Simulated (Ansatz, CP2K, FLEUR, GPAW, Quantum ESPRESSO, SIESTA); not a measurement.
# Code comparison for InSe (P6_3/mmc, 8 atoms in the cell)

Self-consistent single point.

```
CELL_PARAMETERS angstrom
      4.10236     0.00000     0.00000
     -2.05118     3.55274     0.00000
      0.00000     0.00000    17.68987
ATOMIC_POSITIONS crystal
  In 0.33333 0.66667 0.33030
  In 0.66667 0.33333 0.66970
  In 0.66667 0.33333 0.83030
  In 0.33333 0.66667 0.16970
  Se 0.33333 0.66667 0.59732
  Se 0.66667 0.33333 0.40268
  Se 0.66667 0.33333 0.09732
  Se 0.33333 0.66667 0.90268
```

All programs got the same cell, k-point mesh and kind of occupations (in Ansatz's words: kpoints.mp_grid.grid = 5 5 1; scf.occupations.method = fermi_dirac; scf.occupations.width = 0.01 eV); potentials, basis and cutoffs are each program's usual ones.

| code | model | pressure (GPa) | largest force (eV/Å) | gap on the mesh (eV) | k-points | cutoff |
|---|---|---|---|---|---|---|
| CP2K | PBE, GPW, DZVP-MOLOPT-SR-GTH basis, GTH-PBE potentials (GTH_POTENTIALS) | 0.01 | 0.045 | 0.393 | 13 | grid 500 Ry |
| GPAW | PBE, GPAW PAW datasets PBE (gpaw-data 1.0.1) | -0.57 | 0.155 | 0.417 | 5 | 600 eV |
| SIESTA | GGA PBE, numerical atomic orbitals TZP, PseudoDojo PBE standard norm-conserving potentials (rewritten from UPF to PSML) | -0.30 | 0.212 | 0.384 | 13 | grid 400 Ry |
| Ansatz | PBE, PAW files | -0.36 | 0.132 | 0.423 | 5 | default |
| FLEUR | PBE, all-electron FLAPW (FLEUR), scalar-relativistic valence | – | 0.086 | 0.432 | 5 | Kmax 4.2 1/bohr |
| Quantum ESPRESSO | PBE, GBRV 1.5 ultrasoft (PBE) pseudopotentials | -0.85 | 0.132 | 0.407 | 5 | 40 Ry |

A dash marks a value that a program does not give, or that is left out as unsure.

Gaps are read on the mesh.

The spread over the programs that give each value: pressure within 0.86 GPa; largest force within 0.167 eV/Å; gap on the mesh within 0.048 eV.

The starting cell comes from a database of computed structures (which also holds hypothetical and non-ambient phases and stackings), without a prior relaxation at this level. Its lattice was rescaled by a random factor within 2.5 % of one.

Task: Why do the programs differ, and what cannot be compared?

Result: Differences of this kind can come from the potentials, where these differ, and from what each basis and cutoff leave unconverged. The valence holds different numbers of electrons (CP2K 76, GPAW 76, SIESTA 116, Ansatz (a first-principles code) 116, FLEUR 116, Quantum ESPRESSO 76). The zero of total energies and Fermi levels follows the potentials and each program's conventions, so they are not compared here. CP2K and SIESTA use small atom-centred bases, whose incompleteness enters pressures, forces and empty levels differently from a plane-wave cutoff. FLEUR treats all electrons, but the usual bases taken here (sphere radii, linearisation, local orbitals, empty states) were not tested for convergence, so the values are no reference for the others. Ansatz's pressure is given at a fixed set of plane waves, as the other plane-wave codes print theirs. The programs reduce the same mesh by symmetry to different extents, which changes the work and not the result. In the force vectors, CP2K (by 0.090) and SIESTA (by 0.297) lie more than 0.08 eV/Å from the median of the plane-wave programs.

Left out of this page: ABINIT (with a known weakness of the program).

Keys are those of Ansatz 0.2.
